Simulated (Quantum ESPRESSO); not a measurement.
# Predicting one run from its neighbours: the pressure against the volume, MgH2 (P4_2/mnm, 6 atoms in the cell)

```
CELL_PARAMETERS angstrom
      4.51698     0.00000     0.00000
      0.00000     4.51698     0.00000
      0.00000     0.00000     3.01947
ATOMIC_POSITIONS crystal
  Mg 0.50000 0.50000 0.50000
  Mg 0.00000 0.00000 0.00000
  H  0.69557 0.69557 0.00000
  H  0.30443 0.30443 0.00000
  H  0.80443 0.19557 0.50000
  H  0.19557 0.80443 0.50000
```

Method: LDA (PZ), GBRV 1.5 ultrasoft (LDA) pseudopotentials (plane waves; Quantum ESPRESSO).

Base settings: ecutwfc = 40 Ry; ecutrho = 200 Ry; occupations = fixed; potentials = {Mg: mg_lda_v1.4.uspp.F.UPF, H: h_lda_v1.4.uspp.F.UPF}; K_POINTS = automatic 5 5 7 0 0 0; nbnd = 18; conv_thr = 1e-10 Ry.

The starting cell comes from a database of computed structures (which also holds hypothetical and non-ambient phases and stackings), without a prior relaxation at this level. Its lattice was rescaled by a random factor within 2.5 % of one.

Murnaghan's equation with B′ set to 4 (a common value, assumed and not fitted) makes the pressure a straight line in x = (V₁/V)⁴, here with V₁ = 10.268 Å³/atom: P = a + b·x. The rows are the cell shown with its lattice scaled (for instance lattice scaled by 0.97, lattice scaled by 0.985, lattice scaled by 1.015, lattice scaled by 1.03); fractional positions and shape were held. Pulay stress at this cutoff, if any, shifts all pressures roughly alike and V₀ with them.

```
volume (Å³/atom)  (V₁/V)⁴  pressure (GPa)
----------------  -------  --------------
11.220             0.7014           -6.19
10.737             0.8364               ?
10.268             1.0000           -2.71
9.813              1.1988           -0.44
9.371              1.4415            2.26
```

Question: Fit the line to the 4 rows given and predict the withheld one.

Answer: Means: x̄ = 1.0854, ȳ = -1.7700. Σ(x − x̄)(y − ȳ) = 3.363 and Σ(x − x̄)² = 0.2944, so b = 11.42 and a = ȳ − b·x̄ = -14.165; P = 0 at x₀ = −a/b = 1.2404, so V₀ = V₁·x₀^(−1/4) = 9.73 Å³/atom and B₀ = 4·b·x₀ = 57 GPa (for B′ = 4 and held positions). The largest residual of the fitted rows is 0.037. At x = 0.8364 the line gives -4.61 GPa. The run gave -4.61 GPa, a miss of 0.00 GPa. The rows were chosen because the form fits them, the withheld one included, so this shows the method and is no test of the form.

Left out of this page: 5 runs of the series outside the window shown, repeating another row's setting, or not comparable.
